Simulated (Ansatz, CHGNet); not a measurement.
## CoPtO2 (R-3m, No. 166, 4 atoms in the cell; start mp-19210): lattice parameter a by level of theory

No measured value is used here.

```csv
level (code),value (Å)
CHGNet 0.3.0,2.865
LDA (Ansatz),2.783
PBE (Ansatz),2.854
PBEsol (Ansatz),2.809
PBE-D3(BJ) (Ansatz),2.831
PBE-D4 (Ansatz),2.832
PBE+U (Ansatz),2.859
PBE+U (ortho-atomic projectors) (Ansatz),2.859
r²SCAN (Ansatz),2.822
r²SCAN-D4 (Ansatz),2.816
r²SCAN+rVV10 (Ansatz),2.812
HSE06 (Ansatz),2.819
```

The crystal itself was run without spin with LDA, PBE, PBEsol, PBE-D3(BJ), PBE-D4, PBE+U, PBE+U (ortho-atomic projectors), r²SCAN, r²SCAN-D4, r²SCAN+rVV10, HSE06; a magnetic state was not tried in these runs. Density-functional levels without +SOC have no spin–orbit coupling. CHGNet 0.3.0, LDA, PBE, PBEsol, PBE-D3(BJ), PBE-D4, PBE+U, PBE+U (ortho-atomic projectors), r²SCAN, r²SCAN-D4, r²SCAN+rVV10, HSE06: the relaxation could not lower the start's symmetry, so the cell can be a saddle point above a distorted one. LDA, PBE, PBEsol, PBE-D3(BJ), PBE-D4, PBE+U, PBE+U (ortho-atomic projectors), r²SCAN, r²SCAN-D4, r²SCAN+rVV10, HSE06: the run has no spin polarisation, so it can have missed a magnetic state. PBE-D3(BJ), PBE-D4: a distance lies near a switch of the dispersion term, which can move the cell. PBE+U, PBE+U (ortho-atomic projectors), HSE06: the run warned that the count of filled bands differs between k points. HSE06: exact exchange on metals is sensitive to the k mesh and can open a false gap. PBE+U takes U_eff Co 3.32 eV. PBE+U (ortho-atomic projectors) takes U_eff Co 3.32 eV. Cutoffs and k meshes differ between the levels. Ansatz's density-functional and Hartree–Fock values are scalar-relativistic unless marked +SOC, with PAW data made under PBE.

Machine-learned potentials (CHGNet 0.3.0) are trained on DFT data: a solid inside that data is no test of them.

A start named mp-… is a Materials Project structure, which need not be a measured phase.

Ansatz is a first-principles code.
